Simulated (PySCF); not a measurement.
PySCF 2.14.0, HF/def2-svp, df: Ta(S)(OH)2(OMe) (C[O][Ta]([OH])([OH])=[S]), 11 atoms. The geometry is a generated start, not checked to be a minimum at this level.

- task = energy
- method = hf
- basis = def2-svp
- two-electron scheme = density fitting
- mol.max_memory = 3000 MB
- mf.max_cycle = 100
- mf.init_guess = minao (default)
- mf.DIIS = CDIIS (default)
- mf.diis_space = 8 (default)
- mf.conv_tol = 1e-09 (default)
- effective core potentials = those of the basis set, past Kr
- basis functions = 131

```xyz
11

Ta     0.2029     0.3463     0.9193
S      2.4277     0.1330     0.5901
O     -0.0581    -0.7980     2.3255
H     -0.0228    -1.4098     3.0626
O      0.0655     2.1399     1.2558
H      0.2164     3.0673     1.4444
O     -0.4175    -0.2139    -0.6838
C     -0.5744    -0.7141    -1.9699
H     -0.8745     0.0874    -2.6543
H      0.3784    -1.1410    -2.3112
H     -1.3437    -1.4972    -1.9784
```

Charge 0 and multiplicity 1 are set for this test and not shown to be the ground state.

One run each on 2 threads, 1 BLAS thread. Values of level_shift (Hartree) tried: 0 (default), 0.1, 0.3, 1.

Task: Which value of level_shift (Hartree) needs the fewest Fock builds, and what happens away from it?

Result: Fewest Fock builds, within one of each other: 0 (default) with 14, 0.1 with 15. The count rises to 28 at 1. All converge to one solution.

```json
[
 {"level_shift (Hartree)": "0 (default)", "Fock builds": "14", "end": "same solution"},
 {"level_shift (Hartree)": "0.1", "Fock builds": "15", "end": "same solution"},
 {"level_shift (Hartree)": "0.3", "Fock builds": "17", "end": "same solution"},
 {"level_shift (Hartree)": "1", "Fock builds": "28", "end": "same solution"}
]
```
